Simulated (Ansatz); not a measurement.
N_Si in 6H silicon carbide (start: the Si(h) site; 144-site cell, 2×2×1 shifted sampling). The numbers are results of PBE, PAW (plane waves to 420 eV; Ansatz, a first-principles code), not measurements. Total energies of the localised charge states, counted from that of charge +1, and their image corrections (point charge with alignment); the host's valence-band maximum lies at 9.344 eV on the cells' energy zero and its gap is 2.01 eV.

```csv
charge,moment (μB),E − E(first) (eV),correction (eV)
+1,not spin-polarised,0.000,0.080
0,1.0,10.534,0.000
−1,not spin-polarised,21.230,0.226
```

**Question.** Derive the transition levels above the valence-band maximum and say which of them are thermodynamic.

**Answer.** A level is the Fermi energy at which two charges have equal formation energy: ε(q/q′) = [E(q′) + corr(q′) − E(q) − corr(q)] / (q − q′) − E_VBM.
ε(+1/0) = [(10.534 + 0.000) − (0.000 + 0.080)] / 1 − 9.344 = 1.11 eV
ε(0/−1) = [(21.230 + 0.226) − (10.534 + 0.000)] / 1 − 9.344 = 1.58 eV
Thermodynamic levels at least 0.1 eV inside the gap: (+1/0) at 1.11 eV; (0/−1) at 1.58 eV. They hold to tenths of an eV in this cell. Charges with a result: +1, 0, −1. Others weren't obtained, and one of them could lie lower, also by skipping a charge. Flagged in the runs: a host whose relaxation on this sampling wasn't shown to rest.
